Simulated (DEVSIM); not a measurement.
Structure: Pd/SiO2/p-Ge capacitor, at 300 K.

Layer 1 from the left is SiO2, thickness (nm) 11.0. Layer 2 from the left is Ge, thickness (nm) 9400, Na (cm⁻³) 4e15.

Metal gate on the left, work function 5.2 eV. Fixed charge at the semiconductor interface 0 cm⁻² (in units of +e); interface traps 1.3e11 cm⁻² eV⁻¹, uniform in energy, neutral level at 0.3 of the gap above the valence band.

The device is made up for the run: typed textbook-type constants, with dimensions and the other settings drawn at random. Values at 300 K.

SiO2: gap (eV) 9, affinity (eV) 0.9, permittivity 3.9. Ge: gap (eV) 0.664, affinity (eV) 4, permittivity 16, Nc (cm⁻³) 1.04e19, Nv (cm⁻³) 6e18.

Simulated with DEVSIM: 1D Poisson equation in equilibrium, Boltzmann statistics, complete ionisation; no quantum confinement or tunnelling. Metal contacts follow the ideal Schottky-Mott rule: no Fermi-level pinning, no interface dipoles.

Question: What does the simulation give for the flat-band voltage, the threshold voltage (band bending 2φF), the minimum of the low-frequency capacitance?

Answer: flat-band voltage 0.72 V; threshold voltage (band bending 2φF) 1.08 V; minimum of the low-frequency capacitance 0.0603 μF/cm².
